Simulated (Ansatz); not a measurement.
Hf, pressure series

Consider Hf in the hcp (Mg type) structure (space group P6_3/mmc, No. 194; a = 3.204 Å, c = 5.069 Å).

Cell and atoms are relaxed at each pressure.

All numbers come from PBE (Ansatz, a first-principles code), spin-orbit coupling left out.

Notes on the quantities. enthalpy: H = E + PV relative to the base's energy.

| change | shortest interatomic distance | density | enthalpy |
|---|---|---|---|
| base | 3.138 Å | 13.15 g/cm³ | – |
| pressure −2 GPa | 3.158 Å | 12.90 g/cm³ | -0.28 eV/atom |
| pressure −1 GPa | 3.148 Å | 13.03 g/cm³ | -0.14 eV/atom |
| pressure 3 GPa | 3.111 Å | 13.51 g/cm³ | +0.42 eV/atom |
| pressure 7 GPa | 3.078 Å | 13.95 g/cm³ | +0.96 eV/atom |
| pressure 15 GPa | 3.024 Å | 14.76 g/cm³ | +1.99 eV/atom |
| pressure 30 GPa | ___ | 16.07 g/cm³ | +3.78 eV/atom |
| pressure 50 GPa | 2.870 Å | 17.55 g/cm³ | +5.98 eV/atom |
| pressure 75 GPa | 2.789 Å | 19.18 g/cm³ | +8.50 eV/atom |
| pressure 100 GPa | 2.707 Å | ___ | +10.83 eV/atom |

Complete the table.


- pressure 30 GPa, shortest interatomic distance: 2.945 Å
- pressure 100 GPa, density: 20.61 g/cm³

Load acts through the strain it causes; cell and atoms are relaxed under it. Stability against distortions was not tested. Competing high-pressure phases were not computed. All final runs are without spin polarisation.
